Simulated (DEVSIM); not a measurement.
Structure: abrupt Si p-n junction, at 300 K.

Layer 1 from the left is Si, thickness (μm) 7.30, Na (cm⁻³) 1.6e16, τn (s) 2.4e-7, τp (s) 2.4e-7. Layer 2 from the left is Si, thickness (μm) 250, Nd (cm⁻³) 3.6e15, τn (s) 2.4e-7, τp (s) 7.2e-9.

Left contact: ohmic. Right contact: ohmic. Voltage is applied to the left contact. Recombination: SRH at mid-gap, Auger. Mobility is constant in doping.

This is a model device: material constants are rounded textbook-type values typed into the input, and sizes, dopings and lifetimes were drawn at random. Values at 300 K.

Si: gap (eV) 1.124, affinity (eV) 4.05, permittivity 11.7, Nc (cm⁻³) 2.86e19, Nv (cm⁻³) 3.1e19, μn (cm²/Vs) 1417, μp (cm²/Vs) 470, Cn (cm⁶/s) 2.8e-31, Cp (cm⁶/s) 9.9e-32.

Question: Estimate by hand the built-in potential, the peak field at zero bias, the capacitance at -1.5 V, and compare with a numerical solution.

Answer: 
- Built-in potential: ni = √(Nc Nv) exp(−Eg/2kT) = 1.08e10 cm⁻³ with Eg = 1.124 eV; Vbi = kT/q ln(Na Nd/ni²) = 0.696 V; numerical 0.696 V.
- Peak field at zero bias: depletion approximation: W = √(2εVbi/(qN)) = 0.553 μm with N = 2.94e15 cm⁻³; field = 2Vbi/W = 25200 V/cm; numerical 24200 V/cm (estimate above by 3.9 %).
- Capacitance at -1.5 V: C = √(qεN / 2(Vbi + |V|)) = 10.5 nF/cm²; numerical 10.7 nF/cm² (estimate below by 1.2 %).

Model (solved in DEVSIM): 1D drift-diffusion, Boltzmann statistics, complete ionisation; no tunnelling, impact ionisation, image-force lowering or self-heating.
